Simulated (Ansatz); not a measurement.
# BaTiO3 in the cubic perovskite structure (space group Pm-3m, No. 221)

```yaml
crystal:
  lattice:
    - [3.99442, 0.00000, 0.00000]
    - [0.00000, 3.99442, 0.00000]
    - [0.00000, 0.00000, 3.99442]
  atoms:
    - { symbol: Ba, position: [0.00000, 0.00000, 0.00000] }
    - { symbol: Ti, position: [0.50000, 0.50000, 0.50000] }
    - { symbol: O, position: [0.00000, 0.50000, 0.50000] }
    - { symbol: O, position: [0.50000, 0.50000, 0.00000] }
    - { symbol: O, position: [0.50000, 0.00000, 0.50000] }
```

Method: r2SCAN, PAW, 500 eV (Ansatz, a quantum-chemistry and plane-wave program; no spin-orbit coupling), earlier PAW set. Γ-centred 8×8×8 mesh, Fermi–Dirac width 0.05 eV.

| Item | Value |
|---|---|
| Volume per atom | 12.75 Å³ |
| Density | 6.08 g/cm³ |
| Band gap | 2.18 eV, indirect, R → Γ |
| Lowest conduction-band minima above the VBM | Γ 2.18 eV |
| Total energy | -2036.786 eV/atom (σ→0; compares only within this code and set-up) |

Stability against distortions was not tested. All final runs are without spin polarisation. Many cubic perovskites are stable only at high temperature; tilts and polar distortions were not tested. This is not the structure that BaTiO3 has at room temperature and ambient pressure.
